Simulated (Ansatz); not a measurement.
**A constructed model of the (0001) surface of hcp Zr, a pseudomorphic layer of Ga in the host's stacking (bottom of the slab: a bare face, its two planes held)**

Calculation: PBE (plane waves to 420 eV, PAW; Ansatz, a first-principles code).

Slab: 7 atoms, 15.4 Å thick at the start; k 13x13x1, smearing 0.1 eV, dipole-corrected; 2 atoms held, the rest relaxed; held to the start's symmetry, so lower structures may exist; no spin, no spin-orbit, no U. It is one candidate, not shown to be the stable structure of the face.

```
Quantity                                               Value
-----------------------------  -----------------------------
work function of the top face                        4.58 eV
energy released by relaxation                       0.034 eV
cost                           very roughly 100 core-seconds
```
